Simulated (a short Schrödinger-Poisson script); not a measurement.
## Gated Al0.3Ga0.7N/GaN polarisation-induced gas

System: gated Al0.3Ga0.7N/GaN polarisation-induced gas, at 300 K.

| layer | material | thickness (nm) | Na (cm⁻³) |
|---|---|---|---|
| 1 | Al0.3Ga0.7N | 15 | - |
| 2 | GaN | 6000 | 1e14 |

The device is made up for the run: typed textbook-type constants, with dimensions and the other settings drawn at random. Al0.3Ga0.7N: permittivity 9.32, conduction-band edge (eV) 0.414, gap (eV) 4.021, electron mass (mₑ) 0.236, Nv at 300 K (cm⁻³) 4.6e19. GaN: permittivity 9.5, conduction-band edge (eV) 0, gap (eV) 3.43, Nv at 300 K (cm⁻³) 4.6e19.

Channel valleys (confinement mass, in-plane density-of-states mass, number): Γ 0.2, 0.2, 1. At the gate the conduction-band edge of layer 1 lies 1.23 eV − eVg above the Fermi level of the channel; the field vanishes at the back. Sheet of polarisation charge: +1.5e13 e/cm² at 15 nm from the gate. The barrier under the gate holds no holes. Gaps are held at their typed values at every temperature. Mesh 0.08 nm at interfaces.

From a short Schrödinger-Poisson script (our own, NumPy): 1D Poisson equation in equilibrium, electrons quantum, Hartree (BenDaniel-Duke, 40 states a valley, the channel's in-plane mass for all, wave functions free to enter the barrier), parabolic valleys, classical holes, full ionisation, no traps, pinning or gate leakage.

```
Vg (V)  electrons (cm⁻²)  in the channel layer  C (μF/cm²)  Γ E0 (meV)  Γ E1 (meV)
------  ----------------  --------------------  ----------  ----------  ----------
0.5              1.25e13               1.13e13       0.525      -128.3         5.2
0.25             1.17e13               1.07e13       0.522      -120.1         8.3
0                1.09e13               1.00e13       0.519      -111.8        11.4
-0.25            1.01e13               9.37e12       0.517      -103.4        14.4
-0.5             9.30e12               8.70e12       0.514       -94.9        17.5
-0.75            8.50e12               8.01e12       0.512       -86.3        20.5
-1               7.70e12               7.31e12       0.510       -77.5        23.6
-1.25            6.91e12               6.60e12       0.507       -68.6        26.8
-1.5             6.12e12               5.88e12       0.504       -59.5        30.1
-1.75            5.34e12               5.16e12       0.501       -50.1        33.5
-2               4.56e12               4.43e12       0.497       -40.3        37.1
-2.25            3.79e12               3.70e12       0.491       -29.9        41.0
-2.5             3.03e12               2.97e12       0.484       -18.5        45.4
-2.75            2.28e12               2.25e12       0.474        -5.6        50.8
-3               1.55e12               1.54e12       0.458        10.2        58.1
-3.25            8.58e11               8.53e11       0.425        32.4        69.8
-3.5             2.56e11               2.55e11       0.324        74.8        97.9
-3.75             1.32e9                1.32e9     0.00949       227.2       237.6
```

Subbands count from the Fermi level.
